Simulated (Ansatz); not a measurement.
Functionals compared on F on the 1x1 (10-10) surface of wurtzite ZnO (cut with top plane O + Zn), one in a 2x1 cell, started at the site 'bridge Zn-Zn (span 3.3 Å)', in Ansatz (plane waves, PAW). The structure was relaxed with PBE; the other rows are single points on it, each with its references at the same level. Cutoff 420 eV (500 eV for r2SCAN). The points keep PBE's geometry, so the relaxation of a polaron and the settling of charge on one site are left out.

Host crystal: wurtzite ZnO, with a band gap (PBE, scalar-relativistic without spin-orbit coupling).

Slab: 33 atoms, 9.4 Å thick at the start under the adsorbate (thin: gaps and levels are the slab's own); k 3x4x1, smearing 0.01 eV, dipole-corrected; 16 atoms held, the rest relaxed; symmetry of the start imposed; spin-polarised, ending with about 0.5 μB a cell, a value that depends on the mesh; orders that need a larger cell were not tried, no spin-orbit, no U, no dispersion correction. The slab shows no gap over 0.04 eV on its mesh. At the end it is bonded to 2 Zn. In PBE it is, or lies within 0.03 eV of, the lowest of the starts that converged. These notes are the PBE run's. RPBE: The program's check for a lower electronic state was not made. r2SCAN: The program's check for a lower electronic state was not made. Adsorption energies are against ½ F2(g). A negative adsorption energy means that the adsorbate is more stable on the surface than in its reference.

```
functional  adsorption energy (eV)  work function of the top face (eV)          rough cost of the single point
----------  ----------------------  ----------------------------------  --------------------------------------
PBE                          -1.54                                7.30                                       –
RPBE                         -1.48                                7.14           around 4 core-minutes (rough)
r2SCAN                       -1.64                                7.56  about 10 core-minutes (a rough figure)
```

Ansatz is an electronic-structure program.
